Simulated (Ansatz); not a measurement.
# MoRu₃ (model structure, started from the A15 type, Pm-3n, No. 223, 8 atoms in the cell)

These are LDA (Ansatz, a quantum-chemistry and plane-wave program, PAW) values and carry that method's errors.

Numerical settings: plane-wave cutoff 520 eV, 12×12×12 k mesh, Fermi–Dirac smearing 0.05 eV, no spin polarisation, scalar-relativistic PAW data made under PBE.

Cell (relaxed at this level):

```
MoRu3
1.0
    4.81329     0.00000     0.00000
    0.00000     4.81329     0.00000
    0.00000     0.00000     4.81329
Ru Mo
6 2
Cartesian
  1.20332   0.00000   2.40665
  3.60997   0.00000   2.40665
  0.00000   2.40665   1.20332
  0.00000   2.40665   3.60997
  2.40665   1.20332   0.00000
  2.40665   3.60997   0.00000
  0.00000   0.00000   0.00000
  2.40665   2.40665   2.40665
```

```yaml
bulk_modulus: 324 GPa
```

Note: the run has no spin polarisation, so it can have missed a magnetic state; the bulk modulus is −V dP/dV from two relaxed cells at ±2 % in volume; the relaxation could raise the start's symmetry but not lower it, so the cell can be a saddle point.

Static lattice: no zero-point or thermal effects.

The result took around 6 core-minutes (rough).

A model structure was made by putting elements into a prototype or built by hand; it is no filed structure, need not be a known phase, and can be a saddle point held by its symmetry.
